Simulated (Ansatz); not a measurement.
The parent structure is Pb in the fcc (Cu type) structure (space group Fm-3m, No. 225; a = 4.991 Å).

Calculations: r2SCAN in Ansatz (plane waves to 500 eV, PAW, no spin-orbit coupling), earlier PAW set.

For the base:

* **Lattice parameter a**: 4.991 Å
* **Band gap**: zero

The change: cell and atoms relaxed at a pressure of 60 GPa.

### Question
What does the calculation give for the lattice parameter a after the change?

### Answer
The lattice parameter a drops by 0.6946 Å to 4.297 Å.

### Question
What does the calculation give for the band gap after the change?

### Answer
The band gap remains zero.

Load acts through the strain it causes; cell and atoms are relaxed under it. Whether these cells are dynamically stable was not tested. Measured, Pb leaves this structure (for hcp) near 14 GPa (room temperature; as listed in arXiv:1906.07825).

Ansatz is a program for electronic structure.
